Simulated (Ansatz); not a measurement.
Input:

```
SiO2
1.0
    4.19450     0.00000     0.00000
    0.00000     4.19450     0.00000
    0.00000     0.00000     2.74276
Si O
2 4
Direct
  0.00000   0.00000   0.00000
  0.50000   0.50000   0.50000
  0.30606   0.30606   0.00000
  0.80606   0.19394   0.50000
  0.19394   0.80606   0.50000
  0.69394   0.69394   0.00000
```

No spin polarisation.

Method: PBEsol, PAW, 420 eV (Ansatz, a quantum-chemistry and plane-wave program; scalar-relativistic without spin-orbit coupling). Settings: 8×8×12 k-points, 0.05 eV Fermi–Dirac smearing.

Question: What width of the top valence band does the calculation give?

Answer: 2.58 eV.

Question: What is the computed gap character?

Answer: Direct at Γ.

The cells carry an imposed strain or load. Whether these cells are dynamically stable was not tested. The cell was made from SiO$_{2}$ in the rutile structure (space group P4_2/mnm, No. 136) by this change: uniaxial strain ε_zz = +2.40 %.
